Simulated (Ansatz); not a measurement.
Electronic density of states of amorphous Hf18O39Sc2, density 8.55 g/cm³, on a 2×2×2 Γ-centred mesh with a Gaussian width of 0.1 eV; energies count from the Fermi level, whose place inside the gap is arbitrary. Cell and mesh are small, so fine structure isn't converged. Computed with PBE, scalar-relativistic without spin-orbit coupling (plane waves to 420 eV, PAW; Ansatz, a quantum-chemistry and plane-wave program). Sampling: a 2×2×2 Γ-centred mesh; Fermi-Dirac width 0.02 eV; no spin polarisation. At PBE the levels at the filled edge of the gap are localised (band-tail or defect states).

A CHGNet melt-quench gave the starting glass, which DFT then relaxed. O atoms were pushed apart under 1.9 Å during the dynamics, to hinder bonds among them. The hot cell started wider than the set density and was brought back towards it in steps. It is the lowest in DFT energy of 2 quenches. It is a model cell: composition and starting density were chosen by hand, and all elements were melted together. No dispersion term was used. Its density started from a set value of 8.55 and ended at 8.55 g/cm³. The simulated quench (nominally 450 K/ps over its main leg) is rapid and tends to freeze in more defects than a deposited or slowly cooled glass has. A cell of this size samples the disorder only roughly. The volume was held where the preparation left it and the shape relaxed, at a PBE pressure of 2.6 GPa. Stress components on the final sampling reach 2.6 GPa.

(E - EF (eV), states/(eV atom)): (-12.00, 2.15); (-11.90, 2.01); (-11.80, 0.98); (-11.70, 0.14); (-11.60, 0.00); (-11.50, 0.00); (-11.40, 0.00); (-11.30, 0.00); (-11.20, 0.00); (-11.10, 0.00); (-11.00, 0.00); (-10.90, 0.00); (-10.80, 0.00); (-10.70, 0.00); (-10.60, 0.00); (-10.50, 0.00); (-10.40, 0.00); (-10.30, 0.00); (-10.20, 0.00); (-10.10, 0.00); (-10.00, 0.00); (-9.90, 0.00); (-9.80, 0.00); (-9.70, 0.00); (-9.60, 0.00); (-9.50, 0.00); (-9.40, 0.00); (-9.30, 0.00); (-9.20, 0.00); (-9.10, 0.00); (-9.00, 0.00); (-8.90, 0.00); (-8.80, 0.00); (-8.70, 0.00); (-8.60, 0.00); (-8.50, 0.00); (-8.40, 0.00); (-8.30, 0.00); (-8.20, 0.00); (-8.10, 0.00); (-8.00, 0.00); (-7.90, 0.00); (-7.80, 0.00); (-7.70, 0.00); (-7.60, 0.00); (-7.50, 0.00); (-7.40, 0.00); (-7.30, 0.00); (-7.20, 0.01); (-7.10, 0.11); (-7.00, 0.26); (-6.90, 0.33); (-6.80, 0.44); (-6.70, 0.49); (-6.60, 0.60); (-6.50, 0.66); (-6.40, 0.68); (-6.30, 0.73); (-6.20, 0.72); (-6.10, 0.81); (-6.00, 0.91); (-5.90, 0.93); (-5.80, 0.91); (-5.70, 0.94); (-5.60, 0.91); (-5.50, 0.87); (-5.40, 0.86); (-5.30, 0.86); (-5.20, 0.89); (-5.10, 0.87); (-5.00, 0.85); (-4.90, 0.84); (-4.80, 0.87); (-4.70, 0.85); (-4.60, 0.77); (-4.50, 0.80); (-4.40, 0.84); (-4.30, 0.83); (-4.20, 0.82); (-4.10, 0.85); (-4.00, 0.92); (-3.90, 0.91); (-3.80, 0.90); (-3.70, 0.91); (-3.60, 0.92); (-3.50, 0.97); (-3.40, 0.95); (-3.30, 0.91); (-3.20, 1.00); (-3.10, 1.02); (-3.00, 0.99); (-2.90, 0.92); (-2.80, 0.83); (-2.70, 0.81); (-2.60, 0.82); (-2.50, 0.75); (-2.40, 0.61); (-2.30, 0.50); (-2.20, 0.36); (-2.10, 0.19); (-2.00, 0.17); (-1.90, 0.15); (-1.80, 0.03); (-1.70, 0.00); (-1.60, 0.00); (-1.50, 0.00); (-1.40, 0.00); (-1.30, 0.00); (-1.20, 0.00); (-1.10, 0.00); (-1.00, 0.00); (-0.90, 0.00); (-0.80, 0.00); (-0.70, 0.00); (-0.60, 0.00); (-0.50, 0.00); (-0.40, 0.00); (-0.30, 0.00); (-0.20, 0.00); (-0.10, 0.00); (0.00, 0.00); (0.10, 0.00); (0.20, 0.00); (0.30, 0.00); (0.40, 0.00); (0.50, 0.00); (0.60, 0.00); (0.70, 0.00); (0.80, 0.00); (0.90, 0.00); (1.00, 0.00); (1.10, 0.00); (1.20, 0.00); (1.30, 0.00); (1.40, 0.00); (1.50, 0.00); (1.60, 0.00); (1.70, 0.00); (1.80, 0.01); (1.90, 0.08); (2.00, 0.19); (2.10, 0.27); (2.20, 0.28); (2.30, 0.36); (2.40, 0.44); (2.50, 0.44); (2.60, 0.51); (2.70, 0.62); (2.80, 0.66); (2.90, 0.74); (3.00, 0.75); (3.10, 0.73); (3.20, 0.74); (3.30, 0.71); (3.40, 0.63); (3.50, 0.67); (3.60, 0.69); (3.70, 0.72); (3.80, 0.80); (3.90, 0.84); (4.00, 0.83); (4.10, 0.79); (4.20, 0.83); (4.30, 0.81); (4.40, 0.74); (4.50, 0.76)

The level gap on this mesh is 3.84 eV; the broadening fills part of it in the curve.
